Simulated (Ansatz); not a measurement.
**MgZrO₃ (model structure, started from the LiNbO3 type, R3c, No. 161, 10 atoms in the cell): band gap by level of theory**

No measured value is used here.

```csv
level (code),value (eV)
LDA (Ansatz),4.74
PBE+SOC (Ansatz),4.81
PBEsol+SOC (Ansatz),4.75
r²SCAN+SOC (Ansatz),5.36
HSE06 (Ansatz),6.52
```

Computed values are for a static lattice. Spin–orbit coupling is included only where a level's name says +SOC; with heavier elements it mostly lowers gaps and can invert bands.  Values are at the PBEsol cell. Cutoffs and k meshes differ between the levels. Ansatz's density-functional and Hartree–Fock values are scalar-relativistic unless marked +SOC, with PAW data made under PBE.

A model structure was made by putting elements into a prototype or built by hand; it is no filed structure, need not be a known phase, and can be a saddle point held by its symmetry.

Ansatz is a quantum-chemistry and plane-wave program.
